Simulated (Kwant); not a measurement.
Model system: Ge/Si0.2Ge0.8 stack with 1 barrier. One parabolic valley. Leads of mass 0.12 mₑ with the band edge at 0; grid 0.1 nm; bias 0 V, dropping linearly over the stack.

```csv
layer,thickness (nm),band offset (eV),mass (mₑ)
1,5.8,0.12,0.14
```

Constants are typed, rounded textbook-type inputs, not results; the design itself was drawn at random and stands for no fabricated device.

Computed with Kwant: one-band effective-mass tight-binding model in one dimension, coherent, no space charge.

Sweep values stay those of the base run.

The height of the first barrier was swept, all else fixed.

| height of the first barrier (eV) | transmission at E = 134.6 meV | transmission at E = 43.75 meV | mean transmission over the sweep | transmission at E = 180.0 meV |
|---|---|---|---|---|
| 0.072 | 0.97 | 0.084 | 0.52 | 0.97 |
| 0.096 | 0.72 | 0.025 | 0.36 | 1.00 |
| 0.12 | 0.32 | 0.0083 | 0.21 | 0.93 |
| 0.14 | 0.13 | 0.0037 | 0.11 | 0.65 |

From the first row to the last the transmission at E = 134.6 meV goes from 0.97 to 0.13. From the first row to the last the transmission at E = 43.75 meV goes from 0.084 to 0.0037.
